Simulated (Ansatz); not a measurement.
# Ru: response to strain

Take Ru in the hcp (Mg type) structure (space group P6_3/mmc, No. 194; a = 2.676 Å, c = 4.224 Å; relaxed with 0.1 eV smearing) as the base.

Strains are applied to the cell and any free atomic positions relax.

Method: LDA (Ansatz, a program for electronic structure, PAW, without spin-orbit coupling).

Notes on the quantities. pressure: mean of the normal stresses, compression positive.

```csv
isotropic strain (%),pressure (GPa)
-2.5,33.3
-2,?
-1.5,18.5
-1,11.9
0,0.0
0.5,-5.3
1,-10.2
1.5,-14.7
2.5,-22.7
```

Task: Fit P = P₀ − Bδ + Cδ² with δ = (1 + ε)³ − 1 to the rows shown and predict the withheld row.

Result: Least squares on the printed values gives P₀ = 0.0 GPa, B = 375 GPa (at held cell shape), C = 1060 GPa (largest residual 0.2 GPa); this predicts 25.7 GPa, and the run gives 25.6 GPa, in agreement.

No phonon test of stability was made. All final runs are without spin polarisation.
